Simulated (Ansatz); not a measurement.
## What Fe → Ru does to Fe

Base system: Fe in the bcc (W type) structure (space group Im-3m, No. 229; a = 2.865 Å; ferromagnetic).

Modification: every Fe is replaced by Ru, then cell and atoms are relaxed.

Computed with Ansatz (a program for electronic structure), r2SCAN, PAW, cutoff 500 eV, without spin-orbit coupling. Γ-centred 21×21×21 mesh, Fermi–Dirac width 0.05 eV, for the changed cell.

The volume per atom goes up by 2.175 Å³ to 13.93 Å³ and the density rises by 4.16 g/cm³ (7.89 g/cm³ → 12.05 g/cm³). The lattice parameter a rises by 0.1668 Å (2.865 Å → 3.031 Å) and the space group stays Im-3m (No. 229). The shortest interatomic distance grows by 0.144 Å (2.481 Å → 2.625 Å) and the band gap remains zero.

Cost of the whole job for the changed cell (relaxation, final SCF and bands): around 60 core-seconds (rough).

The magnetic state is the one reached from the starting moments; the real material's order can differ, and small cells can't hold many antiferromagnetic ones. No phonon test of stability was made. As relaxed here, Ru is a hypothetical phase, not in the database extracts checked. Spin-polarised in the final run: base; the other runs are not. Ru has a high density of states at the Fermi level and may be magnetic at this level.
